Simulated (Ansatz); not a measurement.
A computed series for GaN: pressure series

Start from GaN in the wurtzite structure (space group P6_3mc, No. 186).

```xyz
4
Lattice="3.2186 0.0000 0.0000 -1.6093 2.7874 0.0000 0.0000 0.0000 5.2435" Properties=species:S:1:pos:R:3 pbc="T T T"
Ga     1.6093     0.9291     0.0051
Ga     0.0000     1.8583     2.6268
N      1.6093     0.9291     3.2732
N      0.0000     1.8583     0.6514
```

Cell and atoms are relaxed at each pressure.

Calculations: PBE (Ansatz, an electronic-structure program), no spin-orbit coupling, earlier PAW set.

Candidates:
(a) pressure 100 GPa
(b) pressure 3 GPa
(c) pressure 30 GPa
(d) pressure 50 GPa

Before the change:

* **Band gap**: 1.71 eV

Task: Order them by band gap, lowest first.

Result: (b) pressure 3 GPa (1.82 eV), (c) pressure 30 GPa (2.58 eV), (d) pressure 50 GPa (2.97 eV), (a) pressure 100 GPa (3.66 eV)

Load acts through the strain it causes; cell and atoms are relaxed under it. No phonon test of stability was made. Measured, GaN leaves this structure (for rock salt) near 47 GPa (temperature not stated; as listed in Datta, Sujoy, Jana, Debnarayan, arXiv (2020)), on rising pressure, with hysteresis.
